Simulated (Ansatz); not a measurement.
```yaml
crystal:
  lattice:
    - [0.00000, 2.91299, 2.91299]
    - [2.91299, 0.00000, 2.91299]
    - [2.91299, 2.91299, 0.00000]
  atoms:
    - { symbol: P, position: [0.25000, 0.25000, 0.25000] }
    - { symbol: In, position: [0.00000, 0.00000, 0.00000] }
```

Dynamical quadrupoles are not included in the interpolation of the phonons between the solved wave vectors.

Q: By how much do the lattice constants and the volume change from 300 K to 500 K (quasi-harmonic lattice dynamics, LDA density-functional theory in Ansatz (plane waves, PAW)), and how far does the bulk modulus soften?

A: a by 0.10 %, the volume by 0.30 %; B_T goes from 68.1 to 66.2 GPa. No phase change or melting is allowed for: the numbers belong to this structure as given.

The PAW data sets were generated under PBE and serve the other functionals too.

Ansatz is a program for electronic structure.
